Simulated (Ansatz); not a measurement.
Take SrCl$_{2}$ in the fluorite structure (space group Fm-3m, No. 225; a = 6.908 Å) as the base. Axes: x, y, z lie along the cube axes.

Computed with DFT with PBEsol, PAW potentials and a 420 eV plane-wave cutoff in Ansatz (an electronic-structure program), spin-orbit coupling left out.

Strains are applied to the cell and any free atomic positions relax; under biaxial strain the out-of-plane vector relaxes too.

One change was made to it. Results:

The electron mass becomes 1.0 mₑ along k, 0.59 mₑ across (at X) (base: 0.37 mₑ (at Γ)); the energy increases by 9.2 meV/atom.

Problem. What was done to the base?
(A) biaxial strain +0.50 %, plane normal [001], relaxed out of plane
(B) biaxial strain +1.50 %, plane normal [001], relaxed out of plane
(C) biaxial strain −0.50 %, plane normal [001], relaxed out of plane
(D) biaxial strain −2.50 %, plane normal [001], relaxed out of plane

Solution. D, biaxial strain −2.50 %, plane normal [001], relaxed out of plane. For comparison, the electron mass in the other runs: biaxial strain +0.50 %, plane normal [001], relaxed out of plane gives 0.39 mₑ out of plane, 0.37 mₑ in plane (at Γ); biaxial strain +1.50 %, plane normal [001], relaxed out of plane gives 0.42 mₑ out of plane, 0.36 mₑ in plane (at Γ); biaxial strain −0.50 %, plane normal [001], relaxed out of plane gives 0.35 mₑ out of plane, 0.38 mₑ in plane (at Γ).

The levels and masses belong to the bands next to the band gap. Effective masses come from finite differences of ±0.01 Å⁻¹. Along k means along the line from Γ to the band edge. Stability against distortions was not tested.
